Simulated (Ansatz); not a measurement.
La$_{3}$Se$_{4}$ (space group I-43d, No. 220)

```
CELL_PARAMETERS angstrom
     -4.47496     4.47496     4.47496
      4.47496    -4.47496     4.47496
      4.47496     4.47496    -4.47496
ATOMIC_POSITIONS crystal
  La 0.87500 0.25000 0.12500
  La 0.75000 0.37500 0.62500
  La 0.62500 0.75000 0.37500
  La 0.25000 0.12500 0.87500
  La 0.12500 0.87500 0.25000
  La 0.37500 0.62500 0.75000
  Se 0.50000 0.00000 0.65367
  Se 0.00000 0.15367 0.50000
  Se 0.84633 0.84633 0.84633
  Se 0.15367 0.50000 0.00000
  Se 0.00000 0.65367 0.50000
  Se 0.50000 0.00000 0.15367
  Se 0.65367 0.50000 0.00000
  Se 0.34633 0.34633 0.34633
```

All numbers come from PBEsol (Ansatz, a first-principles code; PAW; 420 eV plane waves; no spin-orbit coupling). k-mesh 6×6×6 (Γ-centred); smearing 0.05 eV (Fermi–Dirac).

```yaml
volume_per_atom: 25.60 Å³
density: 6.79 g/cm³
band_gap: zero
total_energy: -5742.143 eV/atom (σ→0; compares only within this code and set-up)
```

Whether these cells are dynamically stable was not tested. All final runs are without spin polarisation.
